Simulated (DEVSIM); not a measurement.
Structure: abrupt CdTe n-p junction, at 300 K.

```tsv
layer (left to right)	material	thickness (μm)	Nd (cm⁻³)	Na (cm⁻³)	τn (s)	τp (s)
1	CdTe	74.0	2.3e17	-	1.9e-9	1.9e-9
2	CdTe	210	-	2.2e15	1.9e-9	1.9e-9
```

Left contact: ohmic. Right contact: ohmic. Voltage is applied to the left contact. Recombination: SRH at mid-gap, radiative. Mobility is constant in doping.

Constants are typed, rounded textbook-type inputs, not results; the design itself was drawn at random and stands for no fabricated device. Values at 300 K.

| parameter | CdTe |
|---|---|
| gap (eV) | 1.5 |
| affinity (eV) | 4.28 |
| permittivity | 10.2 |
| Nc (cm⁻³) | 8e17 |
| Nv (cm⁻³) | 1.8e19 |
| μn (cm²/Vs) | 1000 |
| μp (cm²/Vs) | 80 |
| B (cm³/s) | 1e-10 |

Model (solved in DEVSIM): 1D drift-diffusion, Boltzmann statistics, complete ionisation; no tunnelling, impact ionisation, image-force lowering or self-heating.

### Question
Give the dark forward current.

### Answer

```csv
V (V),J (A/cm²)
-0.05,-3.0e-10
-0.20,-8.4e-9
-0.35,-1.7e-7
-0.50,-3.5e-6
-0.65,-7.6e-5
-0.80,-0.0019
-0.95,-0.044
-1.05,-0.13
-1.20,-0.30
-1.35,-0.49
-1.50,-0.68
-1.65,-0.87
-1.80,-1.1
-1.95,-1.3
```
